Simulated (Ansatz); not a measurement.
Base system: SrTiO$_{3}$ in the cubic perovskite structure (space group Pm-3m, No. 221).

```xyz
5
Lattice="3.9070 0.0000 0.0000 0.0000 3.9070 0.0000 0.0000 0.0000 3.9070" Properties=species:S:1:pos:R:3 pbc="T T T"
Sr     0.0000     0.0000     0.0000
Ti     1.9535     1.9535     1.9535
O      0.0000     1.9535     1.9535
O      1.9535     1.9535     0.0000
O      1.9535     0.0000     1.9535
```

The values are results of plane-wave PAW DFT at the r2SCAN level (Ansatz, a first-principles code, 500 eV), scalar-relativistic without spin-orbit coupling, not measurements.

Before the change:

| Property | Result |
|---|---|
| Gap character | indirect, R → Γ |
| Gap between the host's bands | 2.26 eV |

One thing is altered: 0.298 holes added to each cell, a density of 5.0×10^21 cm⁻³, with a uniform compensating background at fixed cell and a 300 K Fermi–Dirac width.

Predict the new gap character and gap between the host's bands.

The gap character is still indirect, R → Γ; the gap between the host's bands increases by 0.14 eV (2.26 eV → 2.40 eV).

Carriers are added with a uniform compensating background; total energy and stress of such cells depend on the potential's zero and are not compared; many-body gap narrowing is missing at this level. Stability against distortions was not tested. The final runs are not spin-polarised. Many cubic perovskites are stable only at high temperature; tilts and polar distortions were not tested.
